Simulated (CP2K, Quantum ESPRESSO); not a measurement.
A CP2K input for a relaxation of cell and atoms of Sr (P6_3/mmc, 2 atoms in the cell) (DFT PBEsol, GPW, DZVP-MOLOPT-SR-GTH basis, GTH-PBE potentials (GTH_POTENTIALS)):

```
&GLOBAL
  PROJECT sr
  RUN_TYPE CELL_OPT
  PRINT_LEVEL LOW
&END GLOBAL
&FORCE_EVAL
  METHOD Quickstep
  STRESS_TENSOR ANALYTICAL
  &DFT
    BASIS_SET_FILE_NAME BASIS_MOLOPT
    POTENTIAL_FILE_NAME GTH_POTENTIALS
    &QS
      METHOD GPW
      EPS_DEFAULT 1E-10
      EXTRAPOLATION USE_GUESS
    &END QS
    &MGRID
      CUTOFF 500
      REL_CUTOFF 40
      NGRIDS 5
    &END MGRID
    &SCF
      SCF_GUESS ATOMIC
      EPS_SCF 1E-7
      MAX_SCF 100
      ADDED_MOS 5
      &DIAGONALIZATION
        ALGORITHM STANDARD
      &END DIAGONALIZATION
      &MIXING
        METHOD BROYDEN_MIXING
        ALPHA 0.2
        NBUFFER 12
      &END MIXING
      &SMEAR ON
        METHOD GAUSSIAN
        SIGMA [eV] 0.272
      &END SMEAR
    &END SCF
    &KPOINTS
      SCHEME MONKHORST-PACK 12 12 7
      GAMMA_CENTERED T
    &END KPOINTS
    &XC
      &XC_FUNCTIONAL
        &PBE
          PARAMETRIZATION PBESOL
        &END PBE
      &END XC_FUNCTIONAL
    &END XC
    &PRINT
      &MO
        EIGENVALUES T
        OCCUPATION_NUMBERS T
        NDIGITS 8
        FILENAME mo
        &EACH
          QS_SCF 0
        &END EACH
        ADD_LAST NUMERIC
      &END MO
      &MULLIKEN OFF
      &END MULLIKEN
    &END PRINT
  &END DFT
  &SUBSYS
    &CELL
      A 4.25861800 0.00000000 0.00000000
      B -2.12930900 3.68807100 0.00000000
      C 0.00000000 0.00000000 6.97481900
      PERIODIC XYZ
    &END CELL
    &COORD
      SCALED
      Sr       0.33333300     0.66666700     0.25000000
      Sr       0.66666700     0.33333300     0.75000000
    &END COORD
    &KIND Sr
      BASIS_SET DZVP-MOLOPT-SR-GTH
      POTENTIAL GTH-PBE-q10
    &END KIND
  &END SUBSYS
  &PRINT
    &FORCES ON
    &END FORCES
    &STRESS_TENSOR ON
    &END STRESS_TENSOR
  &END PRINT
&END FORCE_EVAL
&MOTION
  &CELL_OPT
    OPTIMIZER BFGS
    MAX_ITER 60
    MAX_FORCE 4E-4
    RMS_FORCE 3E-4
    EXTERNAL_PRESSURE [GPa] 0
    PRESSURE_TOLERANCE [bar] 200
  &END CELL_OPT
  &PRINT
    &CELL ON
    &END CELL
    &RESTART OFF
    &END RESTART
    &RESTART_HISTORY OFF
    &END RESTART_HISTORY
  &END PRINT
&END MOTION
```

Write the same calculation as an input for Quantum ESPRESSO.

One input that does it (others would too):

```fortran
&control
   calculation = 'vc-relax'
   outdir = './tmp/'
   pseudo_dir = './'
/
&system
   ibrav = 4
   A = 4.258617785
   C = 6.974819000
   nat = 2
   ntyp = 1
   ecutwfc = 40
   ecutrho = 200
   occupations = 'smearing'
   smearing = 'gauss'
   degauss = 0.019992
/
&electrons
   conv_thr = 1e-10
   mixing_beta = 0.5
/
&ions
/
&cell
/
ATOMIC_SPECIES
Sr    87.6200  sr_pbesol_v1.uspp.F.UPF
ATOMIC_POSITIONS crystal
Sr    0.333333333    0.666666667    0.250000000
Sr    0.666666667    0.333333333    0.750000000
K_POINTS automatic
12 12 7  0 0 0
```

Basis settings and potentials, where a program has them, do not carry over. This input uses DFT, PBEsol, plane waves, GBRV 1.5 ultrasoft (PBESOL) pseudopotentials.

The starting cell comes from a database of computed structures (which also holds hypothetical and non-ambient phases and stackings), without a prior relaxation at this level. Its lattice was rescaled by a random factor within 2.5 % of one.
